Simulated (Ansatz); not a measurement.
Consider TaS$_{2}$ in the CdI2 type structure (space group P-3m1, No. 164; layered, stacked along the Cartesian z axis; relaxed with 0.1 eV smearing).

```yaml
crystal:
  lattice:
    - [3.33184, 0.00000, 0.00000]
    - [-1.66592, 2.88546, 0.00000]
    - [0.00000, 0.00000, 5.78522]
  atoms:
    - { symbol: Ta, position: [0.00000, 0.00000, 0.00000] }
    - { symbol: S, position: [0.33333, 0.66667, 0.26670] }
    - { symbol: S, position: [0.66667, 0.33333, 0.73330] }
```

The values are results of PBE-D3(BJ) (Ansatz, a quantum-chemistry and plane-wave program, PAW, without spin-orbit coupling), earlier PAW set, not measurements.

Perturbation: an isotropic linear strain of −2.92 %; the atoms relax in the strained cell.

### Question
What happens to the energy relative to the base?

### Answer
The energy increases by 29 meV/atom.

### Question
What does the calculation give for the largest internal atomic displacement after the change?

### Answer
The largest internal atomic displacement is 0.077 Å.

No phonon test of stability was made. The final runs are not spin-polarised. An odd electron count without spin: TaS2.
